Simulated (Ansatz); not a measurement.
Base system: Cs in the bcc (W type) structure (space group Im-3m, No. 229; relaxed with 0.1 eV smearing).

```
CELL_PARAMETERS angstrom
     -3.13761     3.13761     3.13761
      3.13761    -3.13761     3.13761
      3.13761     3.13761    -3.13761
ATOMIC_POSITIONS crystal
  Cs 0.00000 0.00000 0.00000
```

Cartesian axes are those of the cell as printed.

Calculations: r2SCAN in Ansatz (plane waves to 500 eV, PAW, spin-orbit coupling left out).

Now apply this change: tensor shear ε_xy = −1.09 % (engineering shear γ = -0.0218), atoms relaxed at fixed cell.

### Question
Predict the new stress.

### Answer
The stress (xx, yy, zz, yz, xz, xy; compression positive) is (0.0, 0.0, 0.0, 0.0, 0.0, 0.0) GPa.

The cells carry an imposed strain or load. Whether these cells are dynamically stable was not tested. All final runs are without spin polarisation.

Ansatz is a program for electronic structure.
